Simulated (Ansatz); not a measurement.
Response to strain in CdS

The reference is CdS in the zinc blende structure (space group F-43m, No. 216; a = 5.824 Å).

Strains are applied to the cell and any free atomic positions relax.

Method: PBEsol (Ansatz, an electronic-structure program, PAW, without spin-orbit coupling).

```csv
isotropic strain (%),band gap (eV)
0,1.01
0.87,0.96
1.32,?
5.91,0.65
```

Question: Fit E_g = E₀ + Dε (ε in %) to the rows shown and predict the withheld row.

Answer: Least squares on the printed values gives E₀ = 1.01 eV, D = -61.1 meV per % of strain (largest residual 0.00 eV); this predicts 0.93 eV, and the run gives 0.93 eV, in agreement.

Stability against distortions was not tested.
